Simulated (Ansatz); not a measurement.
A (6,0) germanium nanotube, stretched and compressed along its axis from its relaxed period of 7.052 Å, atoms relaxed at each length.

These are PBE (plane waves to 420 eV, PAW; Ansatz, a program for electronic structure) values and carry that method's errors. Mesh 1×1×12. No spin polarisation. One-dimensional cell, images about 11 Å apart. A hypothetical model, rolled from the flat sheet. It keeps the symmetry and period of its start, so it need not be a minimum against all distortions. Values not marked SOC lack spin–orbit coupling. Buckling under compression is shut out by symmetry and the short period. Energies are free energies at a Fermi–Dirac width of 0.05 eV, from the unstrained cell.

| strain (%) | energy (meV a period) | axial force (nN) |
|---|---|---|
| -3.0 | (withheld) | (withheld) |
| -1.5 | (withheld) | (withheld) |
| 0.0 | 0 | 0.00 |
| +1.5 | +37 | +1.14 |
| +3.0 | +144 | +2.13 |
| +6.0 | +549 | +3.88 |

Problem. Fill in the missing entries.

Solution. 
- -3.0, energy (meV a period): +141
- -3.0, axial force (nN): -2.05
- -1.5, energy (meV a period): +38
- -1.5, axial force (nN): -1.14
